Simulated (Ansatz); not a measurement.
Rock-salt PrN, treated with rVV10 (plane waves, PAW; Ansatz, a program for electronic structure).

From the output:

```
WARN where an SCF of this run starts from atoms to list the orders of its open shells, Pr (site 0, from 0) starts with 2.02 μB on its 4f shell, in the place of …
Crystal: 2 atoms, lattice volume = 35.390 Å³
Basis set: ecut = 520 eV, 941 PW (Γ), exchange–correlation on 60×60×60 points (8 copies of the dense FFT grid, shifted against one another)
Bands: 18, of which v1, the nominal top of the filled ones, is band 9 counted from 1 (8 counted from 0)
Symmetry: 48 space group operations
Space group: Fm-3m (ITA 225), of the structure as read, at distance tolerance 3.3e-5 Å
k-points: 195 of 5832
Initial density: superposition of atomic densities (chi_scale 0.1, normalization cell, long waves kept (reshape's long-wave potential 0.00 eV rms))
Functional: x = rpw86, c = pbe(β = 0.06672455060314922) + rvv10(b = 6.3, C = 0.0093)
spin=Collinear: Kerker preconditioning applied to the charge; magnetization (m = ρ↑ − ρ↓) channel mixes plain (no charge-response kernel on spin).
SCF 1 converged in 20 iterations: F = -7378.717967 eV  dr2 = 4.13e-12
SCF converged after 20 iterations
Magnetization: 1.9354 μB (9.9677 up, 8.0323 down)
Free energy (F): -7378.717967 eV
Internal energy: -7378.681821 eV  (E = F + TS)
E sigma→0 (E₀):  -7378.699894 eV
Fermi energy:    13.312334 eV
--- Stress (GPa, compression-positive) ---
       -6.381521       0.000000       0.000000
        0.000000      -6.381521      -0.000000
        0.000000      -0.000000      -6.381521
  P = ⅓ Tr σ = -6.3815 GPa (-63.815 kbar)
```

**Question.** Write an input file that could have produced this run (the log leaves some choices open).

**Answer.** This is not unique; one that fits is 
Ansatz 0.2 input:
```yaml
crystal:
  lattice:
    - [0.0, 2.6058584739, 2.6058584739]
    - [2.6058584739, 0.0, 2.6058584739]
    - [2.6058584739, 2.6058584739, 0.0]
  atoms:
    - { symbol: Pr, position: [0.0, 0.0, 0.0], spin: 2.0 }
    - { symbol: N, position: [0.5, 0.5, 0.5], spin: 0.0 }
basis:
  ecutwfc: 520
  ecutrho_ratio: 4
  xc_grid: 2
kpoints:
  mp_grid: { grid: [18, 18, 18] }
hamiltonian:
  xc: { exchange: rpw86, correlation: pbe }
  dispersion: rvv10
  pseudopotentials: { kind: paw }
scf:
  occupations: { method: fermi_dirac, width: 0.05 }
  convergence: { dr2_threshold: 0.0000000002 }
output:
  forces: true
  stress: true
  eigenvalues: true
magnetization:
  spin_polarized: true
```

The cell is one volume of an energy–volume scan, off the minimum.

The PAW data were made under PBE.

The run is spin-polarised with parallel starting moments, which need not be the measured order.

Note: the magnetic order was assumed, not searched for or taken from measurement. Note: the 4f shell is treated without U or exact exchange, so its levels and filling can be wrong.

Cost on a shared machine: very roughly 40 core-seconds.
